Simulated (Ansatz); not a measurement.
Cost and result by functional for the surface energy, mean of two unlike faces, of the (322) surface of diamond in its 1x1 cell, relaxed from an ideal cut (the real face may reconstruct), with unlike faces, outermost plane spacing 0.22 Å in the ideal cut (in the relaxation 1 C–C bonds formed), in Ansatz (plane waves, PAW). Single points on the PBE structure, on one kind of machine; costs are rough ratios of the slab run's core time (references not counted) to the cheapest single point. r2SCAN's cost holds its higher cutoff (500 against 420 eV). Differences are taken against r2SCAN for comparison alone: no measured value is at hand, so the table doesn't rank accuracy.

Set-up: 53 atoms, 11.3 Å thick at the start; mesh 10x3x1; 0.025 eV smearing; dipole correction on; all atoms relaxed; symmetry of the start imposed; no spin (no spin-polarised run to compare, though such a face may carry moments), no spin-orbit, no U. The slab shows no gap on its mesh. These notes are the PBE run's.

```
functional                     relative cost  surface energy, mean of two unlike faces, (J/m²)  less r2SCAN (J/m²)
-----------------------------  -------------  ------------------------------------------------  ------------------
PBEsol                                     1                                              6.22               -0.12
RPBE                                       1                                              5.54               -0.80
LDA                                        1                                              6.53                0.19
r2SCAN                                     2                                              6.34                0.00
PBE (the relaxed run's value)              –                                              5.84               -0.49
```

The values span 0.99 J/m², while the single points' costs differ by a factor of roughly 2. Differences are of unrounded values.

Ansatz is a first-principles code.
